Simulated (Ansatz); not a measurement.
**ZnSe (model structure, started from the WC type, P-6m2, No. 187, 2 atoms in the cell): properties by level of theory**

```csv
level (code),equilibrium lattice constant a (Å),lattice parameter c (Å),cohesive energy (eV/atom)
PBEsol (Ansatz),3.666,3.271,2.48
r²SCAN (Ansatz),3.702,3.308,2.26
r²SCAN+rVV10 (Ansatz),3.678,3.300,2.46
```

Ansatz's density-functional and Hartree–Fock values are scalar-relativistic unless marked +SOC, with PAW data made under PBE.

A model structure was made by putting elements into a prototype or built by hand; it is no filed structure, need not be a known phase, and can be a saddle point held by its symmetry.

Ansatz is a first-principles code.
